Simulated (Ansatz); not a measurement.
Take Si in the diamond structure (space group Fd-3m, No. 227; a = 5.434 Å) as the base.

The values are results of PBEsol, PAW, 420 eV (Ansatz, a first-principles code; without spin-orbit coupling), not measurements.

Base values:

* **Density**: 2.33 g/cm³

One thing is altered: full substitution Si → Mg; the structure is relaxed again.

Tabulated Pauling electronegativity and covalent radius: Si 1.90, 1.11 Å; Mg 1.31, 1.41 Å.

Q: What happens to the density?

A: The density shrinks by 1.291 g/cm³ (2.33 g/cm³ → 1.03 g/cm³).

Whether these cells are dynamically stable was not tested. As relaxed here, Mg is a hypothetical phase, not in the database extracts checked.
